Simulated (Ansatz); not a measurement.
NaP (P2₁2₁2₁, No. 19, 16 atoms in the cell; start COD 1528277)

All values below come from PBEsol (Ansatz, an electronic-structure program, PAW).

Settings: plane-wave cutoff 520 eV, 6×6×4 k mesh (along the axes of the cell as run), Fermi–Dirac smearing 0.01 eV, scalar-relativistic PAW data made under PBE.

Cell (relaxed at this level):

NaP has the orthorhombic space group P2₁2₁2₁ (No. 19), Pearson symbol oP16. Lattice parameters: a = 5.6038 Å, b = 5.9891 Å, c = 10.0575 Å, α = 90.00°, β = 90.00°, γ = 90.00°. P1 on 4a has 2 P at 2.220–2.250 Å and 5 Na at 2.958–3.063 Å and 3 Na at 3.483–3.642 Å (no clear gap to further neighbours). P2 on 4a is surrounded by 2 P at 2.220–2.250 Å and 6 Na at 2.851–3.031 Å and 1 Na at 3.538 Å. Na1 on 4a is surrounded by 5 P at 2.851–2.992 Å and 3 P at 3.483–3.642 Å. Na2 on 4a is coordinated by 6 P at 2.893–3.063 Å and 1 P at 3.538 Å (no clear gap to further neighbours). (Neighbours: up to the widest gap in distance over summed covalent radii, below 1.35, at either atom; cation-cation and far metal-metal contacts left out.)

| Quantity | Value |
|---|---|
| band gap | 0.86 eV (indirect) |
| smallest direct gap on the k points sampled | 0.92 eV |

Computed values are for the static lattice.

Cost on a shared machine: around 11 core-minutes (rough).
